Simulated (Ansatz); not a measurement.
The reference is Hf in the hcp (Mg type) structure (space group P6_3/mmc, No. 194; a = 3.159 Å, c = 5.000 Å).

It is then changed as follows: full substitution Hf → W, then cell and atoms are relaxed.

Levels (all Ansatz, a first-principles code, PAW, earlier PAW set): PBEsol (420 eV, no SOC); r2SCAN (500 eV, spin-orbit coupling left out).

The geometry is relaxed with PBEsol.

- PBEsol pressure: 0.0 GPa

Predict the pressure from r2SCAN.

The pressure goes from zero to 4.4 GPa.

Single points use the geometry relaxed with PBEsol. Their cutoffs differ, which shifts pressures a little. Stability against distortions was not tested. For W in this form, whether it has been made was not checked. All final runs are without spin polarisation. This is not the structure that W has at room temperature and ambient pressure.
